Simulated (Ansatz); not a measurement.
```yaml
crystal:
  lattice:
    - [3.46957, 0.00000, 0.00000]
    - [0.00000, 4.10562, 0.00000]
    - [0.00000, 0.00000, 5.87581]
  atoms:
    - { symbol: Ca, position: [0.00000, 0.14412, 0.70214] }
    - { symbol: Ca, position: [0.00000, 0.85588, 0.20214] }
    - { symbol: F, position: [0.50000, 0.08857, 0.97950] }
    - { symbol: F, position: [0.50000, 0.91143, 0.47950] }
    - { symbol: F, position: [0.00000, 0.63246, 0.85136] }
    - { symbol: F, position: [0.00000, 0.36754, 0.35136] }
```

The numbers are results of r2SCAN, rigid bands (plane waves, PAW, scalar-relativistic; Ansatz, a program for electronic structure), not measurements. Condition of this run: functional r2SCAN on the same cell. How the cell was made: cell and atoms relaxed with PBEsol.

Problem. What conductivity effective mass do dilute electrons have at 300 K?

Solution. 0.60 (x), 1.30 (y), 0.79 (z) mₑ.

Problem. What conductivity effective mass do dilute holes have at 300 K?

Solution. 3.8 (x), 3.3 (y), 9.3 (z) mₑ.

Problem. And the band gap?

Solution. 7.11 eV at this level; semilocal functionals usually fall short of the measured gap.

Rigid bands, one relaxation time for all states, no polarons. Spin-orbit coupling is left out; where it splits the top of the valence band it changes the hole mass and lowers the gap by about a third of the splitting. Geometry: cell and atoms relaxed with PBEsol.

Computed structure with no diffraction record at hand here (it may be known, metastable or hypothetical): CaF2 (Pmc2_1).
